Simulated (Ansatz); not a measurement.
## CsCl in the CsCl type structure (space group Pm-3m, No. 221)

Space group Pm-3m (No. 221); a = 4.2053 Å, b = 4.2053 Å, c = 4.2053 Å, α = 90.00°, β = 90.00°, γ = 90.00°

```
atom  site  symmetry       x       y       z
----  ----  --------  ------  ------  ------
Cs      1a      m-3m  0.0000  0.0000  0.0000
Cl      1b      m-3m  0.5000  0.5000  0.5000
```

All numbers come from DFT with PBE, PAW potentials and a 420 eV plane-wave cutoff in Ansatz (a program for electronic structure), no SOC. k-mesh 8×8×8 (Γ-centred); smearing 0.05 eV (Fermi–Dirac).

| Item | Result |
|---|---|
| Volume per atom | 37.18 Å³ |
| Density | 3.76 g/cm³ |
| Band gap | 5.01 eV, direct at Γ |
| Electron mass | 0.36 mₑ |
| Lowest conduction-band minima above the VBM | Γ 5.01 eV; M along ⟨110⟩ 5.89 eV |
| Total energy | -3377.067 eV/atom (σ→0; compares only within this code and set-up) |

Masses are band curvatures over ±0.01 Å⁻¹ around the edge. Gaps are read on the SCF mesh and a high-symmetry path. No phonon test of stability was made.
